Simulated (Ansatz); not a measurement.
Structures of equal composition on the (000-1) surface of 4H silicon carbide (C plane on top): (√3x√3)R30° In adatom at H3; (√3x√3)R30° In adatom at T4. The slabs share one bottom face, and each structure is named by its start. These are constructed structures in small cells; real faces may alloy, dewet or reconstruct in larger ones, and not all known structures of the face are among them. Slabs of about 11 Å, Fermi-Dirac smearing of 0.025 eV. Bottom of the slabs: H caps. Relaxed from the named starts with such symmetry as they have, on meshes of like density; energies extrapolated to zero smearing; spin only where a row says so; no spin-orbit coupling, no U. Brackets mark spin-polarised runs, whose order is one that fits the cell. Where a second, spin-polarised start was run, the lower counts.

Method: r2SCAN, at the PBE geometry (plane waves to 500 eV, PAW; Ansatz, an electronic-structure program).

Question: Rank these by energy per 1x1 cell (lowest first), as r2SCAN, at the PBE geometry gives it.

Answer: (√3x√3)R30° In adatom at H3 (0.000 eV, gap 0.72 eV on the mesh), (√3x√3)R30° In adatom at T4 (0.144 eV, gap 0.55 eV on the mesh)
